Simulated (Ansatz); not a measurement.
Band structure of Sr₂TaNO₃ (Immm, 7 atoms in the cell).

```
Sr2TaNO3
1.0
   -2.01750     2.04472     6.37695
    2.01750    -2.04472     6.37695
    2.01750     2.04472    -6.37695
Sr Ta N O
2 1 1 3
Cartesian
  0.00000   0.00000   8.22333
  0.00000   0.00000   4.53057
  0.00000   0.00000   0.00000
  0.00000   2.04472   0.00000
  0.00000   0.00000  10.70282
  0.00000   0.00000   2.05108
  2.01750   0.00000   0.00000
```

Level of theory: LDA (PW92), PAW files made with PBE (plane waves; Ansatz, an electronic-structure program).

Settings: basis.ecutwfc = 420 eV; kpoints.mp_grid.grid = 5 5 5; hamiltonian.xc = lda; hamiltonian.pseudopotentials = {kind: paw} (the program's default PAW files); scf.occupations.method = fixed; kpoints.band_path.npoints = 8.

The starting cell comes from a database of computed structures (which also holds hypothetical and non-ambient phases and stackings), without a prior relaxation at this level. Spin-orbit coupling is off.

Task: Predict the gap along the standard path and the places of the band edges.

Result: The gap along the path is 0.61 eV, direct at Γ to within 0.01 eV. Another conduction valley lies within 0.1 eV, so the order of the valleys is not sure.

Levels in eV from the top of the valence band on the path, bands 25 to 32:
| point | 25 | 26 | 27 | 28 | 29 | 30 | 31 | 32 |
|---|---|---|---|---|---|---|---|---|
| Γ | -2.08 | -1.15 | -0.95 | 0.00 | 0.61 | 1.71 | 1.82 | 2.42 |
| X | -2.06 | -1.48 | -0.90 | -0.30 | 2.46 | 3.37 | 3.52 | 4.42 |
| L | -2.37 | -2.23 | -0.98 | -0.67 | 3.55 | 4.02 | 4.68 | 4.80 |
| T | -2.33 | -2.26 | -0.99 | -0.62 | 3.64 | 3.98 | 4.85 | 4.91 |
| W | -2.51 | -1.98 | -1.05 | -0.61 | 3.54 | 4.12 | 4.95 | 5.03 |
| R | -2.11 | -1.45 | -0.83 | -0.29 | 2.43 | 3.44 | 3.46 | 4.59 |
| X1 | -2.06 | -1.48 | -0.90 | -0.30 | 2.46 | 3.37 | 3.52 | 4.42 |
| Z | -2.38 | -1.48 | -0.97 | -0.05 | 0.63 | 2.28 | 2.45 | 2.84 |
| Y | -3.01 | -2.41 | -2.39 | -0.73 | 2.28 | 3.86 | 4.40 | 4.41 |
| S | -2.99 | -2.46 | -2.30 | -0.76 | 2.24 | 3.77 | 4.53 | 4.60 |

Keys are those of Ansatz 0.2.
